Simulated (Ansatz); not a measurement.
# Ansatz run on CaAlSiH (P3m1, 4 atoms in the cell): self-consistent single point

Computed with LDA (PW92), default PAW files made with PBE (plane waves; Ansatz, a first-principles code).

Input as run:

Ansatz 0.2 input:
```yaml
# CaAlSiH
crystal:
  lattice:
    - [4.130850, 0.000000, 0.000000]
    - [-2.065425, 3.577421, 0.000000]
    - [0.000000, 0.000000, 4.684135]
  atoms:
    - { symbol: Ca, position: [0.000000, 0.000000, 0.999920] }
    - { symbol: Al, position: [0.666667, 0.333333, 0.457110] }
    - { symbol: Si, position: [0.333333, 0.666667, 0.565890] }
    - { symbol: H, position: [0.666667, 0.333333, 0.083780] }
basis:
  ecutwfc: 420.0 eV
kpoints:
  mp_grid: { grid: [7, 7, 5] }
hamiltonian:
  xc: lda
  pseudopotentials: { kind: paw }
scf:
  occupations: { method: fermi_dirac, width: 0.01 eV }
output:
  forces: true
  eigenvalues: true
  stress: true
```

Log, with long lists cut:

```
WARN the atoms were moved onto the symmetric positions of the space group found under crystal.symmetry.tolerance 1.0e-5 (fractional …
WARN ansatz: RAYON_NUM_THREADS=1 ignored (pool sized by the plan → 1); use --threads N
Pseudopotentials: kind: paw
Pseudopotential: Ca, paw, valence charge 10
Pseudopotential: Al, paw, valence charge 3
Pseudopotential: Si, paw, valence charge 4
Pseudopotential: H, paw, valence charge 1
Crystal: 4 atoms, lattice volume = 69.221 Å³
Basis set: ecut = 420 eV, 1347 PW (Γ)
Bands: 13, of which v1, the nominal top of the filled ones, is band 9 counted from 1 (8 counted from 0)
Symmetry: 6 space group operations
Space group: P3m1 (ITA 156), of the structure as read, at distance tolerance 4.1e-5 Å
k-points: 32 of 245 (time reversal used)
PAW frozen core: Ca, regenerated for the run's functional, and the local potential with it
PAW frozen core: Al, regenerated for the run's functional, and the local potential with it
PAW frozen core: Si, regenerated for the run's functional, and the local potential with it
Initial density: superposition of atomic densities (neutral atoms: chi_scale 0, normalization atom), corrected by the library's trained network
Initial wavefunctions: pseudopotential atomic-orbital guess
Eigensolver: davidson
Functional: x = slater, c = lda
SCF iter   1: F=—  HF=-2911.532171 eV  |F-HF|=—  |Δ(HF+E_count)|=         —  Δρ=6.72e-3  dr2=2.46e-2  ethr=1.77e-3  ⟨swp⟩=7.7  Hψ=3124  notcnv=0
all-band conjugate gradients solve this SCF's bands
preconditioner: auto → none
SCF iter   2: F=—  HF=-2911.525226 eV  |F-HF|=—  |Δ(HF+E_count)|=   6.95e-3  Δρ=2.59e-3  dr2=3.23e-3  ethr=1.37e-4  ⟨swp⟩=2.5  Hψ=896  notcnv=0
SCF iter   3: F=—  HF=-2911.524643 eV  |F-HF|=—  |Δ(HF+E_count)|=   5.82e-4  Δρ=5.11e-4  dr2=2.69e-4  ethr=1.79e-5  ⟨swp⟩=2.0  Hψ=668  notcnv=0
SCF iter   4: F=—  HF=-2911.524572 eV  |F-HF|=—  |Δ(HF+E_count)|=   7.17e-5  Δρ=1.93e-4  dr2=3.07e-5  ethr=1.49e-6  ⟨swp⟩=2.3  Hψ=731  notcnv=0
SCF iter   5: F=—  HF=-2911.524564 eV  |F-HF|=—  |Δ(HF+E_count)|=   7.35e-6  Δρ=4.63e-5  dr2=1.62e-6  ethr=1.71e-7  ⟨swp⟩=2.5  Hψ=588  notcnv=0
SCF iter   6: F=-2911.524564 eV  HF=-2911.524564 eV  |F-HF|=2.71e-8  |Δ(HF+E_count)|=   2.92e-7  Δρ=8.23e-6  dr2=5.56e-8  ethr=5.56e-10  ⟨swp⟩=3.3  Hψ=1641  notcnv=0
SCF 1 converged in 6 iterations: F = -2911.524564 eV  dr2 = 5.56e-8
SCF converged after 6 iterations
Free energy (F): -2911.524564 eV
Harris-Foulkes:  -2911.524564 eV  (|F-HF|=2.71e-8)
Internal energy: -2911.524564 eV  (E = F + TS)
E sigma→0 (E₀):  -2911.524564 eV
Fermi energy:    6.802974 eV
--- Per-component energies (eV) ---
  E_band       = -135.319225
  E_kinetic    = 353.823908
  E_local      = -830.530695  (includes V_loc(G=0)·N_el)
  E_nonlocal   = 106.479695
  E_hartree    = 283.211575
  E_xc         = -238.253619
  E_vxc        = -258.023498  (∫ρ·V_xc dr)
  E_paw        = -1746.268149  (= ΣΔE_a)
  E_vpaw       = -73.488139  (= ΣTr[D̂ρ^β])
  E_aug_tail   = -0.001136  (compensation charges beyond the density's cutoff)
  E_ewald      = -840.409356
  E_core_change = 0.423213  (= ΣΔE_core)
  E_smearing   = -0.000000  (= −TS)
  E_closure    = 0.000000  (closes the sum)
  Σ components = -2911.524564   (vs F -2911.524564, Δ=0.00e0)
--- Forces (eV/Å), atoms counted from 1 ---
  atom   1  Ca     0.00000000     0.00000000    -0.00784257
  atom   2  Al     0.00000000     0.00000000     0.05083171
  atom   3  Si     0.00000000    -0.00000000     0.02410849
  atom   4  H     -0.00000000    -0.00000000    -0.06714320
  max |Σ_I F_I| component: 4.56e-5 eV/Å
--- Stress (GPa, compression-positive) ---
       -3.196982       0.000000       0.000000
        0.000000      -3.196982       0.000000
        0.000000       0.000000      -3.025929
  P = ⅓ Tr σ = -3.1400 GPa (-31.400 kbar)
  The stress holds the Pulay correction. Without it, at fixed plane waves, as pw.x and ABINIT print it: P = -3.1919 GPa
--- Band table (eV; the first three rows and the last of 32) ---
  k-point 0: bands = ["-34.0574", "-15.3748", "-15.2745", "-15.2745", "-3.2489", "2.1951", "4.8154", "5.8124", "5.8124", "8.2107", "9.2992", "9.2992", "10.0526"]
  k-point 1: bands = ["-34.0572", "-15.3820", "-15.2740", "-15.2740", "-3.0586", "1.3895", "5.5873", "5.9502", "5.9502", "8.4847", "8.6232", "8.6232", "9.8307"]
  k-point 2: bands = ["-34.0569", "-15.3935", "-15.2733", "-15.2733", "-2.6611", "0.3591", "6.2298", "6.2298", "6.5963", "8.1388", "8.1388", "8.9312", "9.0065"]
  k-point 31: bands = ["-34.0510", "-15.3748", "-15.3416", "-15.3168", "-0.7990", "0.5687", "2.3727", "3.3138", "4.9281", "8.3922", "9.9940", "10.1604", "10.5867"]
```

The run converged in 6 iterations.

The starting cell comes from a database of computed structures (which also holds hypothetical and non-ambient phases and stackings), without a prior relaxation at this level. Its lattice was rescaled by up to half a per cent. With a pressure of about -3 GPa the cell is away from its equilibrium volume at this level. Ansatz's pressure includes its estimate of the finite-basis (Pulay) stress.
